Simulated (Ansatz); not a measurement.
Ansatz (a program for electronic structure) run on Cu3AsS4 (R3m, 8 atoms in the cell): self-consistent single point.

Level of theory: PBEsol, default PAW files made with PBE (plane waves; Ansatz).

The change in words: lattice scaled by 0.98; basis.ecutrho_ratio: default → 8. Reference geometry:
```
CELL_PARAMETERS angstrom
      5.28551     0.00000     0.00000
      0.00000     5.28551     0.00000
      0.00000     0.00000     5.28551
ATOMIC_POSITIONS crystal
  Cu 0.00000 0.50000 0.50000
  Cu 0.50000 0.00000 0.50000
  Cu 0.50000 0.50000 0.00000
  As 0.00546 0.00546 0.00546
  S  0.25268 0.74732 0.74732
  S  0.74732 0.74732 0.25268
  S  0.74732 0.25268 0.74732
  S  0.25268 0.25268 0.25268
```

Reference input (self-consistent single point, DFT, PBEsol, plane waves, default PAW files made with PBE): basis.ecutwfc = 420 eV; kpoints.mp_grid.grid = 4 4 4; hamiltonian.xc = pbesol; hamiltonian.pseudopotentials = {kind: paw} (the program's default PAW files); scf.occupations.method = gaussian; scf.occupations.width = 0.1 eV. This run's input differs from it in these lines:

Ansatz 0.2 input:
```diff
@@ -2,16 +2,17 @@
   lattice:
-    - [5.285506, 0.000000, 0.000000]
-    - [0.000000, 5.285506, 0.000000]
-    - [0.000000, 0.000000, 5.285506]
+    - [5.179796, 0.000000, 0.000000]
+    - [0.000000, 5.179796, 0.000000]
+    - [0.000000, 0.000000, 5.179796]
   atoms:
-    - { symbol: Cu, position_ang: [0.000000, 2.642753, 2.642753] }
-    - { symbol: Cu, position_ang: [2.642753, 0.000000, 2.642753] }
-    - { symbol: Cu, position_ang: [2.642753, 2.642753, 0.000000] }
-    - { symbol: As, position_ang: [0.028869, 0.028869, 0.028869] }
-    - { symbol: S, position_ang: [1.335542, 3.949964, 3.949964] }
-    - { symbol: S, position_ang: [3.949964, 3.949964, 1.335542] }
-    - { symbol: S, position_ang: [3.949964, 1.335542, 3.949964] }
-    - { symbol: S, position_ang: [1.335542, 1.335542, 1.335542] }
+    - { symbol: Cu, position_ang: [0.000000, 2.589898, 2.589898] }
+    - { symbol: Cu, position_ang: [2.589898, 0.000000, 2.589898] }
+    - { symbol: Cu, position_ang: [2.589898, 2.589898, 0.000000] }
+    - { symbol: As, position_ang: [0.028292, 0.028292, 0.028292] }
+    - { symbol: S, position_ang: [1.308831, 3.870965, 3.870965] }
+    - { symbol: S, position_ang: [3.870965, 3.870965, 1.308831] }
+    - { symbol: S, position_ang: [3.870965, 1.308831, 3.870965] }
+    - { symbol: S, position_ang: [1.308831, 1.308831, 1.308831] }
 basis:
   ecutwfc: 420.0
+  ecutrho_ratio: 8
 kpoints:
```

The program printed (abridged):

```
SCF iter   1: F=—  HF=-28120.707756 eV  |F-HF|=—  |Δ(HF+E_count)|=         —  Δρ=1.03e-2  dr2=9.50e-2  ethr=1.77e-3  ⟨swp⟩=6.3  Hψ=2867  notcnv=0  defer=11
all-band conjugate gradients solve this SCF's bands
preconditioner: auto → LDOS
SCF iter   2: F=—  HF=-28120.728674 eV  |F-HF|=—  |Δ(HF+E_count)|=   2.09e-2  Δρ=1.43e-2  dr2=1.63e-1  ethr=9.89e-5  ⟨swp⟩=2.0  Hψ=1574  notcnv=0  defer=51
   [... lines left out ...]
SCF iter   5: F=—  HF=-28120.684811 eV  |F-HF|=—  |Δ(HF+E_count)|=   9.87e-5  Δρ=3.32e-4  dr2=1.00e-4  ethr=6.69e-7  ⟨swp⟩=2.5  Hψ=1087  notcnv=0  defer=51
SCF iter   6: F=—  HF=-28120.684775 eV  |F-HF|=—  |Δ(HF+E_count)|=   3.59e-5  Δρ=6.13e-5  dr2=4.23e-6  ethr=1.04e-7  ⟨swp⟩=2.0  Hψ=932  notcnv=0  defer=51
SCF iter   7: F=—  HF=-28120.684792 eV  |F-HF|=—  |Δ(HF+E_count)|=   1.71e-5  Δρ=1.24e-5  dr2=1.49e-7  ethr=4.41e-9  ⟨swp⟩=2.2  Hψ=909  notcnv=0  defer=51
SCF iter   8: F=-28120.684792 eV  HF=-28120.684792 eV  |F-HF|=6.68e-9  |Δ(HF+E_count)|=   2.15e-8  Δρ=2.41e-6  dr2=8.17e-9  ethr=1.04e-10  ⟨swp⟩=9.2  Hψ=3118  notcnv=0
SCF 1 converged in 8 iterations: F = -28120.684792 eV  dr2 = 8.17e-9
Free energy (F): -28120.684792 eV
Internal energy: -28120.670982 eV  (E = F + TS)
E sigma→0 (E₀):  -28120.677887 eV
Entropy (-TS):   -0.013810 eV (-1.726 meV/atom)
Fermi energy:    9.527559 eV
--- Forces (eV/Å), atoms counted from 1 ---
  atom   1  Cu    -0.04809721     0.03537520     0.03537520
  atom   2  Cu     0.03537520    -0.04809721     0.03537520
  atom   3  Cu     0.03537520     0.03537520    -0.04809721
  atom   4  As    -0.37694908    -0.37694908    -0.37694908
  atom   5  S      0.16863083    -0.11291679    -0.11291679
  atom   6  S     -0.11291679    -0.11291679     0.16863083
  atom   7  S     -0.11291679     0.16863083    -0.11291679
  atom   8  S      0.41151637     0.41151637     0.41151637
--- Stress (GPa, compression-positive) ---
        2.580165       0.327266       0.327266
        0.327266       2.580165       0.327266
        0.327266       0.327266       2.580165
  P = ⅓ Tr σ = 2.5802 GPa (25.802 kbar)
  The stress holds the Pulay correction. Without it, at fixed plane waves, as pw.x and ABINIT print it: P = 2.5377 GPa
```

The run converged in 8 iterations. Against the reference run the free energy hardly moves (within 1 meV/atom), the pressure goes from -2.52 to 2.58 GPa and the largest force goes from 0.617 to 0.713 eV/Å.

The starting cell comes from a database of computed structures (which also holds hypothetical and non-ambient phases and stackings), without a prior relaxation at this level. Its lattice was rescaled by up to half a per cent. One atom was moved a little off its site on purpose. For this run, on top of that: lattice scaled by 0.98. Spin polarisation is off. Ansatz's pressure includes its estimate of the finite-basis (Pulay) stress. The run gives no clean gap (levels at the Fermi energy touch, overlap or are partly filled at this smearing), which alone does not show that the compound is a metal.
